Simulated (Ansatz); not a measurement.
GaN: tensor shear ε_xy = +1.71 %

The reference is GaN in the zinc blende structure (space group F-43m, No. 216; a = 4.455 Å). Axes: x, y, z lie along the cube axes.

Perturbation: tensor shear ε_xy = +1.71 % (engineering shear γ = 0.0342), atoms relaxed at fixed cell.

Computed with LDA (Ansatz, a first-principles code), spin-orbit coupling left out. k-mesh 13×13×13 (Γ-centred); smearing 0.05 eV (Fermi–Dirac).

```json
[
 {"quantity": "volume per atom", "base": "11.06 Å³", "changed": "11.05 Å³", "shift": "-0.003 Å³"},
 {"quantity": "shortest interatomic distance", "base": "1.929 Å", "changed": "1.921 Å", "shift": "-0.008 Å"},
 {"quantity": "energy relative to the base (free energy F)", "base": "0 meV/atom", "changed": "+6.5 meV/atom", "shift": "+6.5 meV/atom"},
 {"quantity": "band gap", "base": "1.96 eV", "changed": "1.81 eV", "shift": "-0.143 eV"},
 {"quantity": "gap character", "base": "direct at Γ", "changed": "direct at Γ", "shift": "–"},
 {"quantity": "valence-band top at Γ (three highest levels, from the VBM)", "base": "0.00, 0.00, 0.00 eV", "changed": "0.00, -0.13, -0.24 eV", "shift": "–"},
 {"quantity": "valley order (the lowest conduction-band minima on the path, energy above the VBM, named in the base's zone)", "base": "Γ 1.96 eV; X along ⟨100⟩ 3.27 eV", "changed": "Γ 1.81 eV; X along [001] 3.08 eV; X along [010] 3.14 eV", "shift": "–"},
 {"quantity": "largest internal atomic displacement", "base": "–", "changed": "0.012 Å", "shift": "–"},
 {"quantity": "stress (xx, yy, zz, yz, xz, xy; compression positive)", "base": "–", "changed": "(0.10, 0.10, -0.02, 0.00, 0.00, -5.52) GPa", "shift": "–"}
]
```

Final structure:

```xyz
2
Lattice="0.0381 2.2277 2.2277 2.2277 0.0381 2.2277 2.2658 2.2658 0.0000" Properties=species:S:1:pos:R:3 pbc="T T T"
Ga     0.0000     0.0000     0.0118
N      1.1329     1.1329     1.1021
```

The cells carry an imposed strain or load. No phonon test of stability was made. This is not the structure that GaN has at room temperature and ambient pressure. Labels are those of the standard path for the cell's own space group.
